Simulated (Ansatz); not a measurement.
**A constructed model of the (110) surface of bcc W, p(2x2) surface alloy, Al on one W site of the top plane (bottom of the slab: a bare face, its two planes held)**

Method: PBE (plane waves to 420 eV, PAW; Ansatz, a quantum-chemistry and plane-wave program).

Slab: 24 atoms, 11.2 Å thick at the start; k 7x7x1, smearing 0.1 eV, dipole-corrected; 8 atoms held, the rest relaxed; symmetry of the start imposed; no spin, no spin-orbit, no U. It is one candidate, not shown to be the stable structure of the face.

The work function of the top face comes out as 4.69 eV, the energy released by relaxation is 0.21 eV and the cost comes out as roughly 20 core-minutes.
